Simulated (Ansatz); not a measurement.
Cost and result by functional for the adsorption energy of NH3 on the 1x1 (10-10) surface of wurtzite ZnO (cut with top plane O + Zn), one in a 2x1 cell, started at the site 'top Zn #2', in Ansatz (plane waves, PAW). Single points on the PBE structure, on one kind of machine; costs are rough ratios of the slab run's core time (references not counted) to the cheapest single point. r2SCAN's cost holds its higher cutoff (500 against 420 eV). Differences are taken against HSE06 for comparison alone: no measured value is at hand, so the table doesn't rank accuracy. HSE06 ran on a coarser k-mesh, which lowers its cost and may carry part of its shift.

Host crystal: wurtzite ZnO, with a band gap (PBE, scalar-relativistic without spin-orbit coupling).

Set-up: 36 atoms, 9.4 Å thick at the start under the adsorbate (thin: gaps and levels are the slab's own); mesh 3x4x1; 0.01 eV smearing; dipole correction on; 16 atoms held, the rest relaxed; no symmetry held; no spin, no spin-orbit, no U, no dispersion correction. At the end it is bonded to Zn. In PBE it is, or lies within 0.03 eV of, the lowest of the starts that converged. These notes are the PBE run's. Adsorption energies are against NH3(g). A negative adsorption energy means that the adsorbate is more stable on the surface than in its reference.

```tsv
functional	relative cost	adsorption energy (eV)	less HSE06 (eV)
RPBE	1	-0.79	0.26
r2SCAN	2	-1.17	-0.12
HSE06	30	-1.05	0.00
PBE (the relaxed run's value)	–	-1.03	0.02
```

The values span 0.39 eV, while the single points' costs differ by a factor of roughly 30. Differences are of unrounded values.

Ansatz is an electronic-structure program.
